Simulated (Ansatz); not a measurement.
Given:

```yaml
crystal:
  lattice:
    - [0.00000, 2.72808, 2.72808]
    - [2.72808, 0.00000, 2.72808]
    - [2.72808, 2.72808, 0.00000]
  atoms:
    - { symbol: Zn, position: [0.00000, 0.00000, 0.00000] }
    - { symbol: Se, position: [0.25000, 0.25000, 0.25000] }
```

No spin polarisation.

The values are results of LDA (Ansatz, a quantum-chemistry and plane-wave program; PAW; 420 eV plane waves; no spin-orbit coupling), not measurements. Γ-centred 10×10×10 mesh, Fermi–Dirac width 0.05 eV.

Question: Estimate the electron mass.

Answer: 0.10 mₑ (at Γ).

Question: Predict the band gap.

Answer: 1.51 eV.

The cells carry an imposed strain or load. Effective masses come from finite differences of ±0.01 Å⁻¹. No phonon test of stability was made. The cell was made from ZnSe in the zinc blende structure (space group F-43m, No. 216) by this change: isotropic strain −2.00 %.
